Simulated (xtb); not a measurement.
xtb 6.7.1, GFN2-xTB: Ti(S)(OH)(NMe2) (C[N](C)[Ti]([OH])=[S]), 13 atoms. The geometry is a generated start, not checked to be a minimum at this level.

```
Item                       Value
-----------------  -------------
run flags                 --grad
method                  GFN2-xTB
--acc                1 (default)
--etemp (K)        300 (default)
basis functions               43
valence electrons             36
```

```xyz
13

Ti     0.9407    -1.3638     0.0359
S      2.6118    -0.0540    -0.3653
O      1.1171    -1.7474     1.7255
H      1.9247    -1.5457     2.2220
N     -0.5521    -0.3304    -0.3303
C     -0.5139     0.4201    -1.5743
C     -0.9322     0.5266     0.7807
H     -1.5017     0.8482    -1.7863
H      0.2228     1.2435    -1.5211
H     -0.2351    -0.2491    -2.4037
H     -0.1609     1.3104     0.9480
H     -1.8892     1.0229     0.5778
H     -1.0320    -0.0814     1.6911
```

Charge 0 and multiplicity 1 are set for this test and not shown to be the ground state.

One run each on 1 thread. Values of broydamp tried: 0.02, 0.05, 0.1, 0.2, 0.4 (default), 0.6, 0.8, 1.

Problem. Which value of broydamp needs the fewest SCC iterations, and what happens away from it?

Solution. Fewest SCC iterations, within one of each other: 0.2 with 16, 0.4 (default) with 16, 0.6 with 16, 0.8 with 15, 1 with 16. The count rises to 23 at 0.02. All converge to one solution.

| broydamp | SCC iterations | end |
|---|---|---|
| 0.02 | 23 | same solution |
| 0.05 | 21 | same solution |
| 0.1 | 18 | same solution |
| 0.2 | 16 | same solution |
| 0.4 (default) | 16 | same solution |
| 0.6 | 16 | same solution |
| 0.8 | 15 | same solution |
| 1 | 16 | same solution |
